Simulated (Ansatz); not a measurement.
System: interstitial H in alpha Ga2O3 (charge state +1). The step: a direct jump of one H atom; the atom moves 1.25 Å along (0.25, 0.17, -0.04) of the unit cell; the moving atom starts with neighbours Ga at 2.13; O at 1.00, O at 1.76 Å and ends with Ga at 2.13; O at 1.00, O at 1.76 Å. A PBE band in Ansatz (plane-wave PAW, the Γ point alone, 120 host sites, 74 SCF runs with any check of the saddle's order, static, no finite-size correction) gives a forward barrier of 0.20 eV. The program found a first-order saddle point. The host's phase is taken as given; its stability against other phases was not computed. The charge state is imposed; whether it is stable for some Fermi level was not computed. Sites that were not tried may lie lower.

Single points at the band's start and saddle point can refine it. Rough cost of one point, in units of the band's mean SCF on the same machine:

```tsv
Level	Cost of one point
PBE, a 2×2×2 k-point mesh shifted by half a step along c	about 9
r2SCAN at 500 eV, the Γ point alone	about 2
```

### Question
Which of these move the barrier by more than 0.1 eV, and how far does each move it?

### Answer
Not one does. PBE, a 2×2×2 k-point mesh shifted by half a step along c: +0.01 eV; r2SCAN at 500 eV, the Γ point alone: +0.05 eV. Each functional is compared with PBE at the same k-points.

Ansatz is a program for electronic structure.
